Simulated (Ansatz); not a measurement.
Electronic density of states of amorphous Ga$_{24}$O$_{39}$In$_{2}$, density 5.03 g/cm³, on a 2×2×2 Γ-centred mesh with a Gaussian width of 0.1 eV; energies count from the Fermi level, whose place inside the gap is arbitrary. Cell and mesh are small, so fine structure isn't converged. All values below come from PBE, scalar-relativistic without spin-orbit coupling (plane waves to 420 eV, PAW; Ansatz, a first-principles code). Sampling: a 2×2×2 Γ-centred mesh; Fermi-Dirac width 0.02 eV; no spin polarisation. At PBE the levels at the filled edge of the gap are localised (band-tail or defect states).

The cell was made by melting and quenching with the CHGNet potential and then relaxed with DFT. O atoms were pushed apart under 1.9 Å during the dynamics, to hinder bonds among them. The hot cell started wider than the set density and was brought back towards it in steps. It is the lowest in DFT energy of 2 quenches. It is a model cell: composition and starting density were chosen by hand, and all elements were melted together. No dispersion term was used. Its density started from a set value of 5.14 and ended at 5.03 g/cm³. Cooling (nominally 280 K/ps over its main leg) ran many orders faster than in experiment, which tends to leave more defects and strain. One small periodic cell is one sample of the glass; other quenches scatter about these values. Volume and shape were free in the relaxation.

(E - EF (eV), states/(eV atom)): (-12.00, 0.00); (-11.90, 0.00); (-11.80, 0.00); (-11.70, 0.00); (-11.60, 0.00); (-11.50, 0.00); (-11.40, 0.00); (-11.30, 0.00); (-11.20, 0.00); (-11.10, 0.00); (-11.00, 0.00); (-10.90, 0.00); (-10.80, 0.00); (-10.70, 0.00); (-10.60, 0.00); (-10.50, 0.00); (-10.40, 0.00); (-10.30, 0.00); (-10.20, 0.00); (-10.10, 0.00); (-10.00, 0.00); (-9.90, 0.00); (-9.80, 0.00); (-9.70, 0.00); (-9.60, 0.00); (-9.50, 0.00); (-9.40, 0.00); (-9.30, 0.00); (-9.20, 0.00); (-9.10, 0.00); (-9.00, 0.00); (-8.90, 0.00); (-8.80, 0.00); (-8.70, 0.00); (-8.60, 0.00); (-8.50, 0.00); (-8.40, 0.00); (-8.30, 0.00); (-8.20, 0.00); (-8.10, 0.00); (-8.00, 0.00); (-7.90, 0.00); (-7.80, 0.04); (-7.70, 0.15); (-7.60, 0.23); (-7.50, 0.20); (-7.40, 0.20); (-7.30, 0.31); (-7.20, 0.33); (-7.10, 0.29); (-7.00, 0.31); (-6.90, 0.34); (-6.80, 0.37); (-6.70, 0.36); (-6.60, 0.33); (-6.50, 0.30); (-6.40, 0.32); (-6.30, 0.31); (-6.20, 0.26); (-6.10, 0.27); (-6.00, 0.30); (-5.90, 0.30); (-5.80, 0.27); (-5.70, 0.26); (-5.60, 0.31); (-5.50, 0.28); (-5.40, 0.27); (-5.30, 0.33); (-5.20, 0.38); (-5.10, 0.38); (-5.00, 0.40); (-4.90, 0.41); (-4.80, 0.45); (-4.70, 0.47); (-4.60, 0.48); (-4.50, 0.46); (-4.40, 0.46); (-4.30, 0.51); (-4.20, 0.55); (-4.10, 0.54); (-4.00, 0.53); (-3.90, 0.62); (-3.80, 0.60); (-3.70, 0.54); (-3.60, 0.57); (-3.50, 0.63); (-3.40, 0.63); (-3.30, 0.61); (-3.20, 0.61); (-3.10, 0.64); (-3.00, 0.72); (-2.90, 0.71); (-2.80, 0.66); (-2.70, 0.67); (-2.60, 0.69); (-2.50, 0.68); (-2.40, 0.67); (-2.30, 0.74); (-2.20, 0.82); (-2.10, 0.83); (-2.00, 0.80); (-1.90, 0.80); (-1.80, 0.87); (-1.70, 0.94); (-1.60, 0.97); (-1.50, 1.04); (-1.40, 1.01); (-1.30, 0.89); (-1.20, 0.78); (-1.10, 0.75); (-1.00, 0.59); (-0.90, 0.38); (-0.80, 0.21); (-0.70, 0.04); (-0.60, 0.00); (-0.50, 0.00); (-0.40, 0.00); (-0.30, 0.00); (-0.20, 0.00); (-0.10, 0.00); (0.00, 0.00); (0.10, 0.00); (0.20, 0.00); (0.30, 0.00); (0.40, 0.00); (0.50, 0.00); (0.60, 0.00); (0.70, 0.01); (0.80, 0.02); (0.90, 0.01); (1.00, 0.00); (1.10, 0.00); (1.20, 0.00); (1.30, 0.00); (1.40, 0.00); (1.50, 0.00); (1.60, 0.00); (1.70, 0.02); (1.80, 0.03); (1.90, 0.06); (2.00, 0.08); (2.10, 0.04); (2.20, 0.01); (2.30, 0.02); (2.40, 0.07); (2.50, 0.08); (2.60, 0.06); (2.70, 0.08); (2.80, 0.10); (2.90, 0.08); (3.00, 0.06); (3.10, 0.06); (3.20, 0.06); (3.30, 0.07); (3.40, 0.10); (3.50, 0.10); (3.60, 0.14); (3.70, 0.20); (3.80, 0.20); (3.90, 0.17); (4.00, 0.15); (4.10, 0.20); (4.20, 0.21); (4.30, 0.20); (4.40, 0.21); (4.50, 0.21); (4.60, 0.21); (4.70, 0.24); (4.80, 0.28); (4.90, 0.30); (5.00, 0.25); (5.10, 0.25); (5.20, 0.31); (5.30, 0.31); (5.40, 0.28); (5.50, 0.31); (5.60, 0.34); (5.70, 0.36); (5.80, 0.35); (5.90, 0.21); (6.00, 0.19); (6.10, 0.28); (6.20, 0.31); (6.30, 0.29); (6.40, 0.29); (6.50, 0.29); (6.60, 0.30); (6.70, 0.32); (6.80, 0.32); (6.90, 0.29); (7.00, 0.39); (7.10, 0.45); (7.20, 0.41); (7.30, 0.37); (7.40, 0.39); (7.50, 0.40); (7.60, 0.39); (7.70, 0.38)

The level gap on this mesh is 1.59 eV; the broadening fills part of it in the curve.
